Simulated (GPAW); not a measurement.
# Convergence series on K₂RbScCl₆ (Fm-3m, 10 atoms in the cell)

```
K2RbScCl6
1.0
    0.00000     5.58116     5.58116
    5.58116     0.00000     5.58116
    5.58116     5.58116     0.00000
K Rb Sc Cl
2 1 1 6
Cartesian
  8.37174   8.37174   8.37174
  2.79058   2.79058   2.79058
  5.58116   5.58116   5.58116
  0.00000   0.00000   0.00000
  2.49344   5.58116   5.58116
  8.66888   5.58116   5.58116
  5.58116   2.49344   5.58116
  5.58116   8.66888   5.58116
  5.58116   5.58116   2.49344
  5.58116   5.58116   8.66888
```

Computed with PBEsol, GPAW PAW datasets PBEsol (made by gpaw-setup) (plane waves; GPAW).

The starting cell comes from a database of computed structures (which also holds hypothetical and non-ambient phases and stackings), without a prior relaxation at this level.

Held fixed: mode = pw; xc = PBEsol; kpts = 3 3 3; mesh shift (steps) = 0 0 0; occupations.name = fermi-dirac; occupations.width = 0 eV; nbands = -6; convergence.density = 1e-05 e/electron; convergence.energy = 1e-05 eV/electron; convergence.bands = -4; symmetry.symmorphic = false; symmetry.tolerance = 0.0005; maxiter = 120.

ΔF is the free energy per atom less that of the last row (1275 eV).

| ecut | ΔF (meV/atom) | pressure (GPa) | largest force (eV/Å) | gap on the mesh (eV) | plane waves | iterations |
|---|---|---|---|---|---|---|
| 340 eV | 61.0 | -1.66 | 0.143 | 4.038 | 4968 | 35 |
| 425 eV | 26.1 | -1.42 | 0.146 | 4.030 | 6951 | 25 |
| 510 eV | 10.7 | -1.23 | 0.146 | 4.029 | 9185 | 28 |
| 595 eV | 5.0 | -1.14 | 0.145 | 4.028 | 11575 | 31 |
| 680 eV | 2.7 | -1.10 | 0.146 | 4.028 | 14067 | 35 |
| 765 eV | 1.81 | -1.08 | 0.145 | 4.028 | 16738 | 34 |
| 850 eV | 1.20 | -1.08 | 0.145 | 4.027 | 19603 | 33 |
| 975 eV | 0.60 | -1.08 | 0.141 | 4.027 | 24096 | 30 |
| 1105 eV | 0.21 | -1.07 | 0.144 | 4.027 | 29033 | 32 |
| 1275 eV | 0.00 | -1.07 | 0.146 | 4.028 | 36012 | 34 |

Largest force within 0.02 eV/Å of the last row: from ecut = 340 eV on, the coarsest one. The value it settles on is 0.146 eV/Å at this level of theory and with the other settings as held.

Pressure within 0.05 GPa of the last row: from ecut = 680 eV on; the one before it is off by 0.070 GPa. The value it settles on is -1.07 GPa at this level of theory and with the other settings as held.

Gaps are taken between levels on the mesh.
